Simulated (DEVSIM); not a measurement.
Device: abrupt Si p-n junction, at 350 K.

Layer 1 from the left is Si, thickness (μm) 5.40, Na (cm⁻³) 1.4e17, τn (s) 3.3e-6, τp (s) 3.3e-6. Layer 2 from the left is Si, thickness (μm) 54.0, Nd (cm⁻³) 7.5e15, τn (s) 3.3e-6, τp (s) 3.3e-6.

Left contact: ohmic. Right contact: ohmic. Voltage is applied to the left contact. Recombination: SRH at mid-gap, radiative. Mobility is μmin + (μ − μmin)/(1 + (N/Nref)^α).

The device is made up for the run: typed textbook-type constants, with dimensions and the other settings drawn at random. Values at 300 K; Nc and Nv go as T^1.5, mobilities as T to minus their exponent, the gap by Varshni's rule with the affinity fixed.

Si: gap (eV) 1.124, affinity (eV) 4.05, permittivity 11.7, Nc (cm⁻³) 2.86e19, Nv (cm⁻³) 3.1e19, μn (cm²/Vs) 1417, μp (cm²/Vs) 470, μn,min 52, μp,min 45, Nref,n 9.7e16, Nref,p 2.2e17, αn 0.68, αp 0.72, T exponent of μn 2.3, T exponent of μp 2.2, B (cm³/s) 4.7e-15, Varshni α (eV/K) 0.000473, Varshni β (K) 636.

Problem. Estimate by hand the built-in potential, the peak field at zero bias, the capacitance at -0.6 V, and compare with a numerical solution.

Solution. 
- Built-in potential: ni = √(Nc Nv) exp(−Eg/2kT) = 3.78e11 cm⁻³ with Eg = 1.111 eV; Vbi = kT/q ln(Na Nd/ni²) = 0.685 V; numerical 0.685 V.
- Peak field at zero bias: depletion approximation: W = √(2εVbi/(qN)) = 0.353 μm with N = 7.12e15 cm⁻³; field = 2Vbi/W = 38800 V/cm; numerical 39300 V/cm (estimate below by 1.1 %).
- Capacitance at -0.6 V: C = √(qεN / 2(Vbi + |V|)) = 21.4 nF/cm²; numerical 22.0 nF/cm² (estimate below by 2.5 %).

Model (solved in DEVSIM): 1D drift-diffusion, Boltzmann statistics, complete ionisation; no tunnelling, impact ionisation, image-force lowering or self-heating.
